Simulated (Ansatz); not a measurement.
Levels about the gap of amorphous Si₁₂Ga₁₂O₄₂ (66 atoms in a cell of 919 Å³, 3.33 g/cm³; zone centre alone, so wide bands show as single levels with stretches between that a denser mesh fills), at the geometry that PBE relaxed, where it gives 0.0 GPa on a denser mesh. The participation number counts the atoms over which a state spreads; weights are charges in smoothed Voronoi cells. The levels come from a single point, so bond lengths are those of that geometry. Method of the levels: PBE, scalar-relativistic without spin-orbit coupling (Ansatz, an electronic-structure program). Sampling: the zone centre alone; Fermi-Dirac width 0.02 eV; no spin polarisation. At PBE the levels at the filled edge of the gap are localised (band-tail or defect states), and the nearest spread-out levels lie 3.4 eV apart at the zone centre.

The cell was made by melting and quenching with the CHGNet potential and then relaxed with DFT. O atoms were pushed apart under 1.9 Å during the dynamics, to hinder bonds among them. The hot cell started wider than the set density and was brought back towards it in steps. It is the lowest in DFT energy of 2 quenches. It is a model cell: composition and starting density were chosen by hand, and all elements were melted together. No dispersion term was used. Its density started from a set value of 3.49 and ended at 3.33 g/cm³. The simulated quench (nominally 240 K/ps over its main leg) is rapid and tends to freeze in more defects than a deposited or slowly cooled glass has. One small periodic cell is one sample of the glass; other quenches scatter about these values. Volume and shape were free in the relaxation.

```csv
"E - E(highest filled), eV",filling,participation number,largest on,weight O,weight Ga,weight Si
-0.49,filled,13.1,"O, 2 neighbours",0.95,0.03,0.02
-0.46,filled,10.0,"O, 2 neighbours",0.94,0.03,0.02
-0.42,filled,8.5,"O, 2 neighbours",0.94,0.03,0.03
-0.32,filled,10.0,"O, 2 neighbours",0.95,0.04,0.02
-0.19,filled,7.1,"O, 2 neighbours",0.96,0.02,0.02
-0.16,filled,4.8,"O, 2 neighbours",0.95,0.02,0.02
0.00,filled,5.4,"O, 2 neighbours",0.95,0.03,0.02
2.82,empty,41.4,"Ga, 4 neighbours",0.56,0.37,0.08
4.10,empty,18.9,"Ga, 5 neighbours",0.53,0.43,0.04
4.74,empty,29.7,"Ga, 4 neighbours",0.54,0.39,0.08
4.86,empty,24.8,"Ga, 5 neighbours",0.54,0.41,0.05
5.17,empty,23.8,"Ga, 5 neighbours",0.53,0.42,0.04
5.38,empty,27.8,"Ga, 4 neighbours",0.54,0.41,0.05
5.43,empty,24.0,"Ga, 4 neighbours",0.56,0.38,0.06
```

Most localised among these is the filled level at -0.16 eV, on a O atom, which has 2 neighbours (Si 1.64 Å, Ga 1.85 Å).
